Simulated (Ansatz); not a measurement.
# W under load (space group I4/mmm): band-structure transport figures

Consider the following.

```yaml
crystal:
  lattice:
    - [-1.62456, 1.62456, 1.57724]
    - [1.62456, -1.62456, 1.57724]
    - [1.62456, 1.62456, -1.57724]
  atoms:
    - { symbol: W, position: [0.00000, 0.00000, 0.00000] }
```

These are PBEsol with spin-orbit coupling, rigid bands (plane waves, PAW; Ansatz, a quantum-chemistry and plane-wave program) values and carry that method's errors. Condition of this run: biaxial strain xx = yy = +3 %, z clamped with spin-orbit coupling. Geometry: cell and atoms relaxed with PBEsol, then loaded as said.

```json
{
 "density of states at the Fermi level": "0.398 states/(eV·cell), both spins",
 "bare Sommerfeld coefficient": "0.94 mJ/(mol of atoms·K²)",
 "drude_plasma_energy": "6.4 (x), 6.4 (y), 6.6 (z) eV",
 "root-mean-square Fermi velocity": "8.2e5 m/s",
 "resistivity times τ": "11.9 (x), 11.9 (y), 11.3 (z) ×10⁻²² Ω·m·s",
 "resistivity_times_mean_free_path": "10.6 (x), 10.6 (y), 10.3 (z) ×10⁻¹⁶ Ω·m²"
}
```

A metal at this level (no band gap); rigid bands, thermally averaged at 300 K, both spins. τ is one relaxation time for all states; the product of resistivity and mean free path takes one path for all states instead.
